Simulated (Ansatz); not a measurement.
Take TiC in the rock salt structure (space group Fm-3m, No. 225; a = 4.328 Å; relaxed with 0.1 eV smearing) as the base. Axes: x, y, z lie along the cube axes.

Computed with r2SCAN (Ansatz, a quantum-chemistry and plane-wave program, PAW, without spin-orbit coupling).

Before the change:

* **Pressure**: 0.0 GPa
* **Volume per atom**: 10.13 Å³

Perturbation: biaxial strain −2.50 %, plane normal [001], relaxed out of plane (Cartesian); in-plane vectors clamped, the third vector and the atoms free.

**Question.** How does this affect the pressure?

**Answer.** The pressure (mean of the normal stresses, compression positive) goes from zero to 11.4 GPa.

**Question.** What does the calculation give for the volume per atom after the change?

**Answer.** The volume per atom shrinks by 0.375 Å³, from 10.13 Å³ to 9.76 Å³.

Stability against distortions was not tested. All final runs are without spin polarisation.
